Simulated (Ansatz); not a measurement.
The reference is AgBr in the rock salt structure (space group Fm-3m, No. 225).

```xyz
2
Lattice="0.0000 2.9204 2.9204 2.9204 0.0000 2.9204 2.9204 2.9204 0.0000" Properties=species:S:1:pos:R:3 pbc="T T T"
Ag     0.0000     0.0000     0.0000
Br     2.9204     2.9204     2.9204
```

Computed with PBE in Ansatz (plane waves to 420 eV, PAW, no spin-orbit coupling).

One change was made to it. Results:

The valley order (the lowest conduction-band minima on the path, energy above the VBM, named in the base's zone) goes from Γ 0.69 eV; X along ⟨100⟩ 1.71 eV to Γ 0.68 eV; X along ⟨100⟩ 1.33 eV; the lattice parameter a shrinks by 31.4 pm to 552.7 pm; the smallest direct gap increases by 0.61 eV (2.44 eV → 3.05 eV); the width of the top valence band increases by 0.45 eV to 2.61 eV.

**Question.** Which of these changes matches the shifts?
(A) pressure 10 GPa
(B) pressure −1 GPa
(C) pressure 0.7 GPa
(D) pressure 5 GPa
(E) pressure 1.5 GPa

**Answer.** A, pressure 10 GPa. For comparison, the valley order in the other runs: pressure 5 GPa gives Γ 0.67 eV; X along ⟨100⟩ 1.50 eV; pressure −1 GPa gives Γ 0.70 eV; X along ⟨100⟩ 1.76 eV; pressure 1.5 GPa gives Γ 0.68 eV; X along ⟨100⟩ 1.64 eV; pressure 0.7 GPa gives Γ 0.68 eV; X along ⟨100⟩ 1.67 eV.

Load acts through the strain it causes; cell and atoms are relaxed under it. Whether these cells are dynamically stable was not tested. No other phases were tried under pressure.

Ansatz is a quantum-chemistry and plane-wave program.
